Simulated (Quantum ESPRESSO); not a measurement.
**How far to go with the plane-wave cutoff: Na (Im-3m, 1 atom in the cell)**

```
Na
1.0
   -2.14065     2.14065     2.14065
    2.14065    -2.14065     2.14065
    2.14065     2.14065    -2.14065
Na
1
Direct
  0.00000   0.00000   0.00000
```

Computed with PBE, GBRV 1.5 ultrasoft (PBE) pseudopotentials (plane waves; Quantum ESPRESSO 7.5).

Base settings: ecutwfc = 40 Ry; ecutrho = 200 Ry; occupations = smearing; smearing = fermi-dirac; degauss = 0.0073499 Ry; potentials = {Na: na_pbe_v1.5.uspp.F.UPF}; K_POINTS = automatic 9 9 9 0 0 0; conv_thr = 1e-09 Ry; mixing_beta = 0.5.

Moved along: ecutrho.

The second cell is the first with its lattice scaled by 0.98.

The mesh stays at the base's, so the ladder's end is converged at best in this setting alone.

Only quantities that move along the ladder and can be compared are tabulated.

The count of work is k-points × plane waves × bands × iterations; it is no time. 

The starting cell has typed, rounded lattice constants, without a prior relaxation at this level. Its lattice was rescaled by up to half a per cent.

```csv
ecutwfc,free energy less the last step's (meV/atom),energy of the compressed cell less the first (meV/atom),pressure (GPa),count of work / last
14 Ry,36396.18,221.18,-449.36,0.065
16 Ry,19136.73,-8.47,-272.99,0.065
18 Ry,9870.14,64.89,-160.66,0.072
20 Ry,5117.15,-29.87,-94.41,0.084
22 Ry,2546.17,10.04,-53.75,0.096
24 Ry,1253.53,-6.66,-30.48,0.091
28 Ry,258.81,-1.43,-8.74,0.14
32 Ry,40.95,-2.66,-2.14,0.19
36 Ry,7.61,-2.70,-0.59,0.23
40 Ry,5.72,-2.79,-0.41,0.27
44 Ry,5.08,-2.79,-0.44,0.31
48 Ry,3.78,-2.80,-0.45,0.35
54 Ry,2.99,-2.82,-0.41,0.42
60 Ry,2.83,-2.81,-0.42,0.49
70 Ry,1.35,-2.82,-0.43,0.63
80 Ry,0.24,-2.85,-0.41,0.77
96 Ry,0.00,-2.85,-0.41,1.0
```

Coarsest ecutwfc that holds the pressure within 0.2 GPa of the last step, with all finer ones: 36 Ry, at 0.23 of the last step's count of work; the step before is off by 1.7 GPa.

Coarsest ecutwfc that holds the energy of the compressed cell less the first within 1 meV/atom of the last step, with all finer ones: 32 Ry, at 0.19 of the last step's count of work; the step before is off by 1.4 meV/atom.

Coarsest ecutwfc that holds the free energy within 1 meV/atom of the last step, with all finer ones: 80 Ry; the step before is off by 1.3 meV/atom.

The energy difference between the two cells stays within 1 meV/atom of the last step's from 32 Ry on, the total only from 80 Ry on: much of the error is common to both cells and cancels.

Two neighbours can agree and both be off: 40 Ry and 44 Ry differ by 0.64 meV/atom in the free energy, yet lie about 5.1 meV/atom from the last step.

At the lowest cutoff the pressure lies 449 GPa under the last step's, the usual sign of Pulay stress in an incomplete plane-wave basis.
